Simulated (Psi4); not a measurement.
Psi4 1.11, B3LYP/def2-svp: 2-heptanone (CCCCCC(C)=O), 22 atoms. The geometry is a generated start, not checked to be a minimum at this level.

```json
{
  "task": "energy",
  "method": "b3lyp",
  "basis": "def2-svp",
  "memory": "3 GB",
  "maxiter": "100",
  "keys_of_the_molecule_block": "symmetry c1",
  "scf_type": "df (default)",
  "e_convergence": "1e-06 (default)",
  "d_convergence": "1e-06 (default)",
  "dft_radial_points": "75 (default)",
  "dft_spherical_points": "302 (default)",
  "basis_functions": "182",
  "grid_points": "462661"
}
```

```xyz
22

C      3.5581    -0.2276    -0.2202
C      2.1768    -0.6229     0.2877
C      1.0986     0.3494    -0.1860
C     -0.2838    -0.0393     0.3320
C     -1.3610     0.9418    -0.1492
C     -2.7035     0.5850     0.4532
C     -3.4483    -0.5277    -0.2395
O     -3.1306     1.1357     1.4364
H      4.3095    -0.9329     0.1285
H      3.8273     0.7641     0.1366
H      3.5781    -0.2169    -1.3077
H      1.9356    -1.6292    -0.0630
H      2.1851    -0.6470     1.3797
H      1.3453     1.3559     0.1594
H      1.0858     0.3689    -1.2790
H     -0.2727    -0.0479     1.4241
H     -0.5257    -1.0484    -0.0093
H     -1.0921     1.9488     0.1761
H     -1.4139     0.9195    -1.2389
H     -2.9117    -1.4645    -0.0914
H     -4.4474    -0.6254     0.1786
H     -3.5094    -0.3395    -1.3081
```

With the defaults (diis = true, scf_initial_accelerator = adiis, damping_percentage = 0, diis_max_vecs = 10, soscf = false, soscf_start_convergence = 0.01, guess = auto, which took SAD, level_shift = 0, level_shift_cutoff = 0.01) it converges in 9 SCF iterations. One run each on 2 threads, with these changes:
- diis_max_vecs = 20
- guess = sadno
- diis = false, scf_initial_accelerator = none, damping_percentage = 60
- level_shift = 0.5, level_shift_cutoff = 0.001
- scf_initial_accelerator = ediis
- diis_max_vecs = 6
- damping_percentage = 20
- soscf = true, soscf_start_convergence = 0.001
- guess = modhuckel

**Question.** Name the settings that don't reach the solution of the defaults.

**Answer.** No convergence: diis = false, scf_initial_accelerator = none, damping_percentage = 60 (the run ends without SCF convergence in 100 iterations). The rest reach the solution of the defaults.

```json
[
 {"setting": "soscf = true, soscf_start_convergence = 0.001", "SCF iterations": "7", "JK calls": "23", "end": "same solution"},
 {"setting": "the defaults", "SCF iterations": "9", "JK calls": "10", "end": "same solution"},
 {"setting": "scf_initial_accelerator = ediis", "SCF iterations": "9", "JK calls": "10", "end": "same solution"},
 {"setting": "level_shift = 0.5, level_shift_cutoff = 0.001", "SCF iterations": "9", "JK calls": "10", "end": "same solution"},
 {"setting": "diis_max_vecs = 20", "SCF iterations": "9", "JK calls": "10", "end": "same solution"},
 {"setting": "diis_max_vecs = 6", "SCF iterations": "10", "JK calls": "11", "end": "same solution"},
 {"setting": "guess = sadno", "SCF iterations": "10", "JK calls": "10", "end": "same solution"},
 {"setting": "guess = modhuckel", "SCF iterations": "10", "JK calls": "27", "end": "same solution"},
 {"setting": "damping_percentage = 20", "SCF iterations": "21", "JK calls": "22", "end": "same solution"},
 {"setting": "diis = false, scf_initial_accelerator = none, damping_percentage = 60", "SCF iterations": "100", "JK calls": "101", "end": "no convergence"}
]
```

An SOSCF iteration holds several JK calls; a Hückel guess adds calls on atoms.
